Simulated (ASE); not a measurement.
Total g(r) from a molecular-dynamics run. Method: ASE with the machine-learned potential CHGNet 0.3.0.

```
r (Å) | g(r)
     1.02 |  0.00
     1.14 |  0.00
     1.26 |  0.00
     1.38 |  0.00
     1.50 |  0.00
     1.62 |  0.00
     1.74 |  0.00
     1.86 |  0.00
     1.98 |  0.00
     2.10 | # 0.10
     2.22 | ################# 2.37
     2.34 | ############################## 4.30
     2.46 | ############ 1.79
     2.58 | ########## 1.48
     2.70 | ############# 1.90
     2.82 | ####### 1.00
     2.94 | # 0.19
     3.06 |  0.02
     3.18 |  0.00
     3.30 |  0.00
     3.42 |  0.01
     3.54 | ## 0.23
     3.66 | ########## 1.40
     3.78 | #################### 2.88
     3.90 | ############## 2.03
     4.02 | #### 0.50
     4.14 | # 0.16
     4.26 | ###### 0.80
     4.38 | ############### 2.20
     4.50 | ################### 2.79
     4.62 | ############## 1.98
     4.74 | ###### 0.87
     4.86 | ## 0.22
     4.98 |  0.04
     5.10 | # 0.08
     5.22 | ## 0.32
     5.34 | #### 0.61
```

Q: Which system gave this curve?
(A) GaN (zinc blende; a metastable form), crystal, 290 K
(B) CoSi2 (fluorite type), crystal, 300 K
(C) GaN (wurtzite), crystal, 985 K
(D) GaN (zinc blende; a metastable form), crystal, 1545 K (so hot that an open crystal may lose its volatile element)

A: B, CoSi2 (fluorite type), crystal, 300 K
